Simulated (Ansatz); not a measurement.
AlCl3 (C2/m, No. 12), treated with PBEsol in Ansatz (PAW).

Settings: plane-wave cutoff 520 eV, 8×8×6 k mesh (along the axes of the cell as run), Fermi–Dirac smearing 0.01 eV, scalar-relativistic PAW data made under PBE.

The cell is scaled about its equilibrium volume:

Shape and atoms are relaxed at each volume.

| V (Å³/atom) | P (GPa) | direct gap at Γ (eV) | smallest gap on the k mesh (eV) |
|---|---|---|---|
| 23.211 | 0.17 | 5.502 | 5.241 |
| 23.695 | 0.06 | 5.501 | 5.286 |
| 24.179 | 0.01 | 5.504 | 5.327 |
| 24.662 | -0.03 | 5.509 | 5.362 |
| 25.146 | -0.05 | 5.514 | 5.390 |

The fundamental gap (5.33 eV at the equilibrium volume, with added k points) lies elsewhere than Γ–Γ.

Note: the volume lies 9 % above that of the published cell; the cell has widely spaced layers and the level no dispersion term, so their spacing and the moduli can rest on weak binding.

Ansatz is a first-principles code.
